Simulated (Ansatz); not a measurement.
Start from HfN in the rock salt structure (space group Fm-3m, No. 225; a = 4.502 Å). Axes: x, y, z lie along the cube axes.

All numbers come from PBEsol (Ansatz, a quantum-chemistry and plane-wave program), no spin-orbit coupling.

Before the change:

The pressure is 0.0 GPa and the shortest interatomic distance comes out as 2.251 Å.

One thing is altered: compressive biaxial strain of 0.52 % in the plane normal to [111], as in epitaxy on a mismatched substrate; the out-of-plane cell vector and the atoms relax.

Problem. How does this affect the pressure?

Solution. The pressure (mean of the normal stresses, compression positive) goes from zero to 1.6 GPa.

Problem. Estimate the effect on the energy relative to the base.

Solution. The energy increases by 0.9 meV/atom.

Problem. What does the calculation give for the shortest interatomic distance after the change?

Solution. The shortest interatomic distance decreases by 0.004 Å, from 2.251 Å to 2.247 Å.

Without a gap, meshes like the base's 18×18×18 leave anisotropic stresses uncertain by several tenths of a GPa, and small strain energies with them. No phonon test of stability was made. All final runs are without spin polarisation. An odd electron count without spin: HfN.
